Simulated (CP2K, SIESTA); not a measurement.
A CP2K input for a self-consistent single point of Ba₃ZnN₂O (P1, 7 atoms in the cell) (DFT PBEsol, GPW, DZVP-MOLOPT-SR-GTH basis, GTH-PBE potentials (GTH_POTENTIALS)):

```
&GLOBAL
  PROJECT calc
  RUN_TYPE ENERGY_FORCE
  PRINT_LEVEL MEDIUM
&END GLOBAL
&FORCE_EVAL
  METHOD Quickstep
  STRESS_TENSOR ANALYTICAL
  &DFT
    BASIS_SET_FILE_NAME BASIS_MOLOPT
    POTENTIAL_FILE_NAME GTH_POTENTIALS
    &QS
      METHOD GPW
      EPS_DEFAULT 1E-11
    &END QS
    &MGRID
      CUTOFF 600
      REL_CUTOFF 50
      NGRIDS 5
    &END MGRID
    &SCF
      SCF_GUESS ATOMIC
      EPS_SCF 1E-6
      MAX_SCF 100
      ADDED_MOS 10
      &DIAGONALIZATION
        ALGORITHM STANDARD
      &END DIAGONALIZATION
      &MIXING
        METHOD BROYDEN_MIXING
        ALPHA 0.4
        NBUFFER 8
        BETA 1
      &END MIXING
      &SMEAR ON
        METHOD FERMI_DIRAC
        ELECTRONIC_TEMPERATURE [K] 232.09
      &END SMEAR
    &END SCF
    &KPOINTS
      SCHEME MONKHORST-PACK 6 6 3
      GAMMA_CENTERED T
    &END KPOINTS
    &XC
      &XC_FUNCTIONAL
        &PBE
          PARAMETRIZATION PBESOL
        &END PBE
      &END XC_FUNCTIONAL
    &END XC
    &PRINT
      &MO
        EIGENVALUES T
        OCCUPATION_NUMBERS T
        NDIGITS 8
        FILENAME mo
        &EACH
          QS_SCF 0
        &END EACH
        ADD_LAST NUMERIC
      &END MO
      &MULLIKEN ON
      &END MULLIKEN
    &END PRINT
  &END DFT
  &SUBSYS
    &CELL
      A 4.09084300 0.00000000 0.00000000
      B 0.00000000 4.09084300 0.00000000
      C 0.00000000 0.00000000 9.16087200
      PERIODIC XYZ
    &END CELL
    &COORD
      SCALED
      Ba       0.00303600     0.01330000     0.21511500
      Ba       0.00652200    -0.01386500     0.78054300
      Ba       0.50029700     0.50033200     0.50145300
      Zn       0.50175800     0.48243600    -0.00225600
      N        0.49449200     0.49277700     0.80439500
      N        0.50272300     0.51620500     0.19911800
      O       -0.00882800     0.00881600     0.50163200
    &END COORD
    &KIND Ba
      BASIS_SET DZVP-MOLOPT-SR-GTH-q10
      POTENTIAL GTH-PBE-q10
    &END KIND
    &KIND Zn
      BASIS_SET DZVP-MOLOPT-SR-GTH-q12
      POTENTIAL GTH-PBE-q12
    &END KIND
    &KIND N
      BASIS_SET DZVP-MOLOPT-SR-GTH-q5
      POTENTIAL GTH-PBE-q5
    &END KIND
    &KIND O
      BASIS_SET DZVP-MOLOPT-SR-GTH-q6
      POTENTIAL GTH-PBE-q6
    &END KIND
  &END SUBSYS
  &PRINT
    &FORCES ON
    &END FORCES
    &STRESS_TENSOR ON
    &END STRESS_TENSOR
  &END PRINT
&END FORCE_EVAL
```

### Question
Write the same calculation as an input for SIESTA.

### Answer
One input that does it (others would too):

```
# files in the folder: Ba.psml Zn.psml N.psml O.psml (PseudoDojo PBEsol standard)
SystemName  Ba3ZnN2O
SystemLabel Ba3ZnN2O

NumberOfAtoms                7
NumberOfSpecies              4
%block ChemicalSpeciesLabel
  1 56 Ba
  2 30 Zn
  3 7 N
  4 8 O
%endblock ChemicalSpeciesLabel
LatticeConstant              1.0 Ang
%block LatticeVectors
     4.090843000    0.000000000    0.000000000
     0.000000000    4.090843000    0.000000000
     0.000000000    0.000000000    9.160872000
%endblock LatticeVectors
AtomicCoordinatesFormat      Ang
%block AtomicCoordinatesAndAtomicSpecies
     0.012419799    0.054408212    1.970640980  1
     0.026680478   -0.056719538    7.150454513  1
     2.046636480    2.046779660    4.593746747  1
     2.052613202    1.973569934   -0.020666927  2
     2.022889137    2.015873341    7.368959632  3
     2.056560865    2.111713611    1.824094511  3
    -0.036113962    0.036064872    4.595386543  4
%endblock AtomicCoordinatesAndAtomicSpecies

XC.functional                GGA
XC.authors                   PBEsol
PAO.BasisSize                TZP
PAO.EnergyShift              0.01 Ry
MeshCutoff                   350 Ry
%block kgrid.MonkhorstPack
    6   0   0  0.0
    0   6   0  0.0
    0   0   3  0.0
%endblock kgrid.MonkhorstPack
OccupationFunction           FD
ElectronicTemperature        232.09 K

MaxSCFIterations             150
SCF.Mixer.Method             Pulay
SCF.Mixer.Weight             0.25
SCF.Mixer.History            8
SCF.DM.Tolerance             1.0E-05
Diag.ParallelOverK           true
WriteForces                  true
```

Basis, cutoffs, solver keys and any potentials are the target program's own. This input uses DFT, GGA PBEsol, numerical atomic orbitals TZP, PseudoDojo PBEsol standard norm-conserving potentials (rewritten from UPF to PSML).

The starting cell comes from a database of computed structures (which also holds hypothetical and non-ambient phases and stackings), without a prior relaxation at this level. Its lattice was rescaled by a random factor within 2.5 % of one. For this run, on top of that: atoms moved at random.
